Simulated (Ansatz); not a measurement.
The starting structures come from a database of crystals and need not be the phases stable at ambient conditions.

Evanescent states of GaSe (R3m, 4 atoms a cell, 24.5 Å³ an atom) along the normal of (001)

Computed with PBEsol (plane waves, PAW; Ansatz, an electronic-structure program).

The gap is the functional's own. No spin-orbit coupling. Mid-gap values are those at the computed energy nearest the middle.

Energies count from the valence-band top; κ is the least over a 12×12 mesh across the current.

```
E (eV)  κ (1/Å)  where
------  -------  -----
0.03      0.021      Γ
0.07      0.035      Γ
0.12      0.044      Γ
0.17      0.050      Γ
0.23      0.054      Γ
0.28      0.057      Γ
0.33      0.058      Γ
0.38      0.059      Γ
0.42      0.058      Γ
0.47      0.056      Γ
0.53      0.052      Γ
0.57      0.047      Γ
0.62      0.039      Γ
0.68      0.026      Γ
```

Problem. How thick must the barrier be to attenuate the transmission by 10^6 when the electrodes' Fermi level lies at 0.12 eV, and what attenuation does that film give at 0.17 eV?

Solution. d = 6 ln 10 / (2 × 0.044) = 157.0 Å. At 0.17 eV it gives 6 × 0.050/0.044 = 6.8 decades.
